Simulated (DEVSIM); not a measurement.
Device: Mo/SiON/p-Si capacitor, at 250 K.

```
layer (left to right)  material  thickness (nm)  Na (cm⁻³)
---------------------  --------  --------------  ---------
1                          SiON            2.40          -
2                            Si             550     1.1e18
```

Metal gate on the left, work function 4.6 eV. Fixed charge at the semiconductor interface -2.7e10 cm⁻² (in units of +e); no interface traps.

This is a model device: material constants are rounded textbook-type values typed into the input, and sizes, dopings and lifetimes were drawn at random. Values at 300 K; Nc and Nv go as T^1.5, mobilities as T to minus their exponent, the gap by Varshni's rule with the affinity fixed.

```
parameter         SiON        Si
----------------  ----  --------
gap (eV)             7     1.124
affinity (eV)      1.4      4.05
permittivity       5.5      11.7
Nc (cm⁻³)            -   2.86e19
Nv (cm⁻³)            -    3.1e19
Varshni α (eV/K)     -  0.000473
Varshni β (K)        -       636
```

Model (solved in DEVSIM): 1D Poisson equation in equilibrium, Boltzmann statistics, complete ionisation; no quantum confinement or tunnelling. Metal contacts follow the ideal Schottky-Mott rule: no Fermi-level pinning, no interface dipoles.

### Question
Tabulate band edges, carrier densities and field at 0.3 V on the gate.

### Answer
Energies count from the Fermi level of the right contact; mesh points crowd at the junctions.

```json
[
 {"x (μm)": "0.000", "Ec (eV)": "2.900", "Ev (eV)": "-4.100", "n (cm⁻³)": "< 1e2", "p (cm⁻³)": "< 1e2", "field (V/cm)": "950000"},
 {"x (μm)": "0.0006800", "Ec (eV)": "2.965", "Ev (eV)": "-4.035", "n (cm⁻³)": "< 1e2", "p (cm⁻³)": "< 1e2", "field (V/cm)": "950000"},
 {"x (μm)": "0.001320", "Ec (eV)": "3.025", "Ev (eV)": "-3.975", "n (cm⁻³)": "< 1e2", "p (cm⁻³)": "< 1e2", "field (V/cm)": "950000"},
 {"x (μm)": "0.002000", "Ec (eV)": "3.090", "Ev (eV)": "-3.910", "n (cm⁻³)": "< 1e2", "p (cm⁻³)": "< 1e2", "field (V/cm)": "950000"},
 {"x (μm)": "0.002982", "Ec (eV)": "0.502", "Ev (eV)": "-0.634", "n (cm⁻³)": "1.7e9", "p (cm⁻³)": "3900000", "field (V/cm)": "430000"},
 {"x (μm)": "0.004336", "Ec (eV)": "0.559", "Ev (eV)": "-0.577", "n (cm⁻³)": "1.2e8", "p (cm⁻³)": "5.4e7", "field (V/cm)": "410000"},
 {"x (μm)": "0.006739", "Ec (eV)": "0.652", "Ev (eV)": "-0.484", "n (cm⁻³)": "1600000", "p (cm⁻³)": "4.1e9", "field (V/cm)": "370000"},
 {"x (μm)": "0.01280", "Ec (eV)": "0.843", "Ev (eV)": "-0.293", "n (cm⁻³)": "220", "p (cm⁻³)": "3.0e13", "field (V/cm)": "260000"},
 {"x (μm)": "0.02177", "Ec (eV)": "1.012", "Ev (eV)": "-0.124", "n (cm⁻³)": "< 1e2", "p (cm⁻³)": "7.5e16", "field (V/cm)": "110000"},
 {"x (μm)": "0.03647", "Ec (eV)": "1.069", "Ev (eV)": "-0.067", "n (cm⁻³)": "< 1e2", "p (cm⁻³)": "1.0e18", "field (V/cm)": "4000"},
 {"x (μm)": "0.06379", "Ec (eV)": "1.070", "Ev (eV)": "-0.066", "n (cm⁻³)": "< 1e2", "p (cm⁻³)": "1.1e18", "field (V/cm)": "≈ 0"},
 {"x (μm)": "0.1327", "Ec (eV)": "1.070", "Ev (eV)": "-0.066", "n (cm⁻³)": "< 1e2", "p (cm⁻³)": "1.1e18", "field (V/cm)": "≈ 0"},
 {"x (μm)": "0.2346", "Ec (eV)": "1.070", "Ev (eV)": "-0.066", "n (cm⁻³)": "< 1e2", "p (cm⁻³)": "1.1e18", "field (V/cm)": "≈ 0"},
 {"x (μm)": "0.3694", "Ec (eV)": "1.070", "Ev (eV)": "-0.066", "n (cm⁻³)": "< 1e2", "p (cm⁻³)": "1.1e18", "field (V/cm)": "≈ 0"},
 {"x (μm)": "0.4659", "Ec (eV)": "1.070", "Ev (eV)": "-0.066", "n (cm⁻³)": "< 1e2", "p (cm⁻³)": "1.1e18", "field (V/cm)": "≈ 0"},
 {"x (μm)": "0.5042", "Ec (eV)": "1.070", "Ev (eV)": "-0.066", "n (cm⁻³)": "< 1e2", "p (cm⁻³)": "1.1e18", "field (V/cm)": "≈ 0"},
 {"x (μm)": "0.5248", "Ec (eV)": "1.070", "Ev (eV)": "-0.066", "n (cm⁻³)": "< 1e2", "p (cm⁻³)": "1.1e18", "field (V/cm)": "≈ 0"},
 {"x (μm)": "0.5374", "Ec (eV)": "1.070", "Ev (eV)": "-0.066", "n (cm⁻³)": "< 1e2", "p (cm⁻³)": "1.1e18", "field (V/cm)": "≈ 0"},
 {"x (μm)": "0.5458", "Ec (eV)": "1.070", "Ev (eV)": "-0.066", "n (cm⁻³)": "< 1e2", "p (cm⁻³)": "1.1e18", "field (V/cm)": "≈ 0"},
 {"x (μm)": "0.5492", "Ec (eV)": "1.070", "Ev (eV)": "-0.066", "n (cm⁻³)": "< 1e2", "p (cm⁻³)": "1.1e18", "field (V/cm)": "≈ 0"},
 {"x (μm)": "0.5511", "Ec (eV)": "1.070", "Ev (eV)": "-0.066", "n (cm⁻³)": "< 1e2", "p (cm⁻³)": "1.1e18", "field (V/cm)": "≈ 0"},
 {"x (μm)": "0.5524", "Ec (eV)": "1.070", "Ev (eV)": "-0.066", "n (cm⁻³)": "< 1e2", "p (cm⁻³)": "1.1e18", "field (V/cm)": "≈ 0"}
]
```
